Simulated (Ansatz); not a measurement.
# What uniaxial stress, 2 GPa compression along z does to Os

Base system: Os in the hcp (Mg type) structure (space group P6_3/mmc, No. 194; a = 2.738 Å, c = 4.318 Å; relaxed with 0.1 eV smearing). Axes: x lies along a and z along c of the hexagonal cell.

Perturbation: uniaxial stress, 2 GPa compression along z; all other stress components relax to zero.

Computed with r2SCAN/PAW in Ansatz (an electronic-structure program), spin-orbit coupling left out. k-mesh 24×24×13 (Γ-centred); smearing 0.1 eV (Fermi–Dirac).

```csv
quantity,base,changed,shift
volume per atom,14.02 Å³,14.00 Å³,-0.02 Å³
space group,P6_3/mmc (No. 194),P6_3/mmc (No. 194),–
shortest interatomic distance,2.676 Å,2.672 Å,-0.004 Å
energy relative to the base (free energy F),0 meV/atom,+0.2 meV/atom,+0.2 meV/atom
band gap,zero,zero,–
"strain response (xx, yy, zz)",–,"(+0.06, +0.06, −0.26) %",–
secant Young's modulus along z,–,770 GPa,–
mean lateral Poisson ratio,–,0.23,–
```

Beyond what the load breaks, stability against distortions was not tested. The final runs are not spin-polarised.
